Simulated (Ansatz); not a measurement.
**LiNbO3: strain along the normal**

LiNbO3 (R3c, 10.521 Å³/atom and stress up to 0.01 GPa in the relaxed cell, c along z) under an equal strain ε in the (0001) plane with the normal axis free, as in a coherent film. PBEsol in Ansatz, a plane-wave DFT program (PAW, default set), 420 eV, 8×8×8 Γ-centred mesh, Fermi-Dirac smearing 0.05 eV; ions are relaxed, or left where forces stay under 0.02 eV/Å, within the symmetry of each cell.

Here s stands for strain and y for normal strain.

| strain (%) | normal strain (%) |
|---|---|
| -1.50 | 0.92 |
| -0.75 | 0.46 |
| 0.00 | 0.00 |
| 0.75 | -0.43 |
| 1.50 | -0.84 |
| 3.00 | ? |

Fit y of the 5 rows that show it with a straight line. Means: s 0, y 0.022. About the means, the sum of products is -3.3075 and the sum of squares of s is 5.6250; the slope is their ratio. Least squares gives y = 0.022 - 0.5880·s. Residuals (row less fit): 0.016, -0.003, -0.022, -0.011, 0.020; standard error 0.021 (degrees of freedom: 3). The slope, -0.588 ± 0.009, is the elastic response of the normal axis, −2C13/C33.

Problem. Estimate the missing y (s = 3.00); what did the run itself give?

Solution. y = 0.022 - 0.5880 × 3.00 = -1.742%. The calculation gives -1.58%, 0.162% above the prediction (6.5 % of the range of y in the table). The row lies outside the fitted rows, so this is an extrapolation. From the scatter of the fitted rows alone, a prediction at this place has a standard error of 0.034%, so the miss is 4.8 times that.

A polynomial of degree 2 through the 8 other runs of the series gives -1.61 there, so most of the miss is curvature that the fit leaves out. The start is a measured cell from the literature; how it stands against other phases or cation orders wasn't checked. Rows are the converged runs of the series near zero and its far end; series whose fitted rows scatter by over a few per cent of the range, as at a crossing or softening among them, aren't shown in this form, nor equations of state whose B0' disagrees with the runs' pressures. Most that stay on the fit to the last digits aren't either.
